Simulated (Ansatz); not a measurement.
Density of states of SiC (P6_3mc) above the conduction band minimum, Ansatz (a first-principles code) with PBEsol with spin-orbit coupling, rigid bands; cell volume 41.4 Å³.

(energy from edge (eV), 10⁻³ states/eV/cell): (0.006, 7.61); (0.031, 21.4); (0.056, 29.3); (0.081, 35.5); (0.106, 41.3); (0.131, 46.4); (0.156, 50.8); (0.181, 55.3); (0.206, 59.5); (0.231, 63.3); (0.256, 67.1); (0.281, 70.5); (0.319, 76.4); (0.344, 80.5); (0.369, 83.9); (0.394, 86.7); (0.419, 89.8); (0.444, 93.9); (0.469, 97.4); (0.494, 101); (0.519, 105); (0.544, 136); (0.569, 170); (0.594, 192)

What effective density of states at 300 K does this give (∫ g(E) exp(−E/k_BT) dE, both spins, divided by the cell's size)?

1.0e19 cm⁻³, a density-of-states mass of 0.56 mₑ, valleys and band degeneracy included.

Geometry: cell and atoms relaxed with PBEsol.
